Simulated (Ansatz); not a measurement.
The complex Mg on the Ga site + N vacancy in wurtzite GaN (the Ga site; N 1.98 Å away, along c) and its isolated parts, with the Fermi level 0.90 eV above the valence-band maximum, each in its stable bound charge state.

Method: PBE, PAW (plane waves to 420 eV; Ansatz, a quantum-chemistry and plane-wave program). Set-up: 96-site cell; 2×2×2 shifted k-points; host gap 1.71 eV; charged states image-corrected; energies good to tenths of an eV; flagged in the runs: for some of the defects a host whose relaxation on this sampling wasn't shown to rest.

| defect | charge | E_f, elements as references (eV) |
|---|---|---|
| Mg on the Ga site | −1 | 0.24 |
| N vacancy (broken-bond start) [the N site; a neighbour pushed 0.95 Å away from the vacancy] | +1 | 2.32 |
| Mg on the Ga site + N vacancy [the Ga site; N 1.98 Å away, along c] | 0 | 1.83 |

Binding energy, the parts less the complex: 0.24 + 2.32 − (1.83) = 0.73 eV, bound.
